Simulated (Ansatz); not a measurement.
**Be2C, response to strain**

The reference is Be2C (space group Fm-3m, No. 225; a = 4.328 Å).

Strains are applied to the cell and any free atomic positions relax.

Method: PBE in Ansatz (plane waves to 420 eV, PAW, without spin-orbit coupling).

Candidates:
(a) isotropic strain −3.00 %
(b) isotropic strain −1.00 %
(c) isotropic strain −2.50 %
(d) isotropic strain +1.00 %

For the base:

| Property | Value |
|---|---|
| Smallest direct gap | 4.14 eV |

Problem. Order them by smallest direct gap, lowest first.

Solution. (d) isotropic strain +1.00 % (4.08 eV), (b) isotropic strain −1.00 % (4.19 eV), (c) isotropic strain −2.50 % (4.28 eV), (a) isotropic strain −3.00 % (4.31 eV)

Whether these cells are dynamically stable was not tested.

Ansatz is a program for electronic structure.
